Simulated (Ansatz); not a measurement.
System: LaBr3 (P6₃/m, No. 176). Method: HSE06 in Ansatz (PAW).

Run with plane-wave cutoff 460 eV, 6×6×6 k mesh, Fermi–Dirac smearing 0.01 eV, scalar-relativistic PAW data made under PBE.

Cell (measured lattice):

LaBr₃ is taken in the hexagonal space group P6₃/m (No. 176), Pearson symbol hP8. Lattice parameters: a = 7.965 Å, b = 7.965 Å, c = 4.512 Å, α = 90.00°, β = 90.00°, γ = 120.00°. La on 2c has 9 Br at 3.095–3.156 Å. Br on 6h is surrounded by 3 La at 3.095–3.156 Å (trigonal pyramidal). (Neighbours: up to the widest gap in distance over summed covalent radii, below 1.35, at either atom; cation-cation and far metal-metal contacts left out.)

Problem. Give the computed band gap.

Solution. 
* **band gap**: 4.66 eV

Measured, for comparison: band gap 5.9 eV (temperature not stated, not corrected to a static lattice, literature value; as tabulated in Przystupa et al. (2023), doi:10.3390/ma16145085).

Note: cell and atoms aren't relaxed at this level (largest force component 0.04 eV/Å, pressure 0.6 GPa).

Spin–orbit coupling is not included.

It cost roughly 40 core-minutes of CPU time.

Ansatz is a quantum-chemistry and plane-wave program.
